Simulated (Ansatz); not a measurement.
The parent structure is Sr in the fcc (Cu type) structure (space group Fm-3m, No. 225; a = 5.9225 Å). Axes: x, y, z lie along the cube axes.

Calculations: PBEsol (Ansatz, a first-principles code, PAW, no spin-orbit coupling).

Strains are applied to the cell and any free atomic positions relax.

One change was made to it. Results:

| quantity | base | after |
|---|---|---|
| pressure (mean of the normal stresses, compression positive) | 0.0 GPa | -0.1 GPa |
| energy relative to the base (free energy F) | 0 meV/atom | +0.1 meV/atom |
| band gap | zero | zero |

Which change produced these results?
A) uniaxial strain ε_zz = −3.00 %
B) uniaxial strain ε_zz = −2.50 %
C) uniaxial strain ε_zz = +2.50 %
D) uniaxial strain ε_zz = +0.50 %

D, uniaxial strain ε_zz = +0.50 %. For comparison, the energy relative to the base in the other runs: uniaxial strain ε_zz = −3.00 % gives +2.3 meV/atom; uniaxial strain ε_zz = −2.50 % gives +1.6 meV/atom; uniaxial strain ε_zz = +2.50 % gives +1.6 meV/atom.

Whether these cells are dynamically stable was not tested.
